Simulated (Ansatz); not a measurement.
Terminations of the (0001) surface of hcp Os, measured from the surface 'clean 1x1'. Atoms come from or go to: Ag: fcc Ag, Al: fcc Al, Au: fcc Au, Co: hcp Co, ferromagnetic, Cu: fcc Cu, Ir: fcc Ir, Nb: bcc Nb, Ni: fcc Ni, ferromagnetic, Os: hcp Os, Sc: hcp Sc, Ta: bcc Ta. ΔE is the energy of forming the row's surface from that one (negative: more stable at these reservoirs); the vacuum level's shift is aligned on the shared bottom. No zero-point or thermal terms. These are constructed structures in small cells; real faces may alloy, dewet or reconstruct in larger ones, and not all known structures of the face are among them. Slabs of about 11 Å with all that they carry, Fermi-Dirac smearing of 0.1 eV. Bottom of the slabs: a bare face, its two planes held. Relaxed from the named starts with such symmetry as they have, on meshes of like density; energies extrapolated to zero smearing; no spin-orbit coupling, no U. Spin-polarised runs, if any, are marked in brackets, and their order is one that fits the cell; the others ran without spin. A dash marks a value that is undefined for that row (no clear gap, or no work function of a gapped slab) or was not read reliably on its mesh.

Method: PBE (plane waves to 420 eV, PAW; Ansatz, an electronic-structure program).

| surface | atoms added per 1x1 | ΔE per 1x1 (eV) | shift of the vacuum level (eV) | work function (eV) |
|---|---|---|---|---|
| top plane shifted to the other hollow | none | 0.23 | -0.07 | 5.22 |
| a pseudomorphic layer of Ta in the host's stacking | +1 Ta | 0.05 | -0.12 | 5.18 |
| a pseudomorphic layer of Sc in the host's stacking | +1 Sc | -0.08 | -1.24 | 4.07 |
| a layer of Ag in place of the second plane | +1 Ag, -1 Os | ? | 0.55 | 5.85 |
| a layer of Au in place of the second plane | +1 Au, -1 Os | ? | 0.48 | 5.78 |
| a layer of Ir in place of the second plane | +1 Ir, -1 Os | 0.17 | 0.24 | 5.55 |
| a pseudomorphic layer of Ir in the host's stacking | +1 Ir | ? | 0.11 | 5.41 |
| a pseudomorphic layer of Al in the host's stacking | +1 Al | ? | -0.92 | 4.38 |
| a pseudomorphic layer of Ni in the host's stacking [spin start, no net moment] | +1 Ni | -0.17 | -0.60 | 4.70 |
| a pseudomorphic layer of Cu in the host's stacking | +1 Cu | -0.25 | -0.74 | 4.57 |
| a layer of Co in place of the second plane [spin, 1.4 μB a cell] | +1 Co, -1 Os | 0.45 | 0.12 | 5.43 |
| a layer of Nb in place of the second plane | +1 Nb, -1 Os | ? | -0.31 | 4.95 |

Question: What belongs in the gaps?

Answer: 
- a layer of Ag in place of the second plane, ΔE per 1x1 (eV): 1.45
- a layer of Au in place of the second plane, ΔE per 1x1 (eV): 1.42
- a pseudomorphic layer of Ir in the host's stacking, ΔE per 1x1 (eV): -0.36
- a pseudomorphic layer of Al in the host's stacking, ΔE per 1x1 (eV): -0.90
- a layer of Nb in place of the second plane, ΔE per 1x1 (eV): 0.11
